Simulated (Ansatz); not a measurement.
Results of PBEsol in Ansatz (plane waves, PAW) for Ge (Fmmm, No. 69, 8 atoms in the cell; start mp-1079020; another form than the element's usual one).

Numerical settings: plane-wave cutoff 520 eV, 12×12×10 k mesh (along the axes of the cell as run), Fermi–Dirac smearing 0.05 eV, scalar-relativistic PAW data made under PBE.

Cell (relaxed at this level):

Ge has the orthorhombic space group Fmmm (No. 69), Pearson symbol oF16. Lattice parameters: a = 5.236 Å, b = 5.700 Å, c = 9.856 Å, α = 90.00°, β = 90.00°, γ = 90.00°. Ge1 on 8i is surrounded by 4 Ge at 2.664–2.705 Å and 4 Ge at 2.892–3.007 Å. Ge2 on 8h has 5 Ge at 2.600–2.705 Å and 3 Ge at 3.007–3.099 Å. (Neighbours: up to the widest gap in distance over summed covalent radii, below 1.35, at either atom.)
(The calculation used a cell of 8 atoms; values per cell refer to that cell.)

Q: Estimate the bulk modulus B0 that the calculation returns.

A: 
* **bulk modulus B0**: 77.4 GPa

The run finds no gap.

Note: the bulk modulus is −V dP/dV from two relaxed cells at ±2 % in volume; the relaxation could not lower the start's symmetry, so the cell can be a saddle point above a distorted one.

Static lattice: no zero-point or thermal effects.

A start named mp-… is a Materials Project structure, which need not be a measured phase.

Ansatz is a first-principles code.
